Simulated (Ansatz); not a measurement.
# Pressure series in hypothetical Pm-3n SrB3C3

The reference is SrB3C3 (space group Pm-3n, No. 223; a = 4.843 Å; a hypothetical phase, not in the database extracts checked).

Cell and atoms are relaxed at each pressure.

Calculations: Ansatz (a first-principles code), PBEsol, PAW, cutoff 420 eV, without spin-orbit coupling.

Notes on the quantities. enthalpy: H = E + PV relative to the base's energy.

```tsv
case	density	shortest interatomic distance	enthalpy
base	4.56 g/cm³	1.712 Å	–
pressure −2 GPa	4.53 g/cm³	1.717 Å	-0.10 eV/atom
pressure −1 GPa	4.55 g/cm³	1.715 Å	-0.05 eV/atom
pressure 0.3 GPa	4.57 g/cm³	1.711 Å	+0.02 eV/atom
pressure 0.7 GPa	4.58 g/cm³	1.710 Å	+0.04 eV/atom
pressure 1.5 GPa	4.59 g/cm³	1.709 Å	+0.08 eV/atom
pressure 3 GPa	4.62 g/cm³	1.705 Å	+0.15 eV/atom
pressure 5 GPa	4.66 g/cm³	1.701 Å	+0.25 eV/atom
pressure 7.5 GPa	4.70 g/cm³	1.695 Å	+0.37 eV/atom
pressure 10 GPa	4.75 g/cm³	1.690 Å	+0.50 eV/atom
```

Load acts through the strain it causes; cell and atoms are relaxed under it. No phonon test of stability was made. Competing high-pressure phases were not computed. All final runs are without spin polarisation.
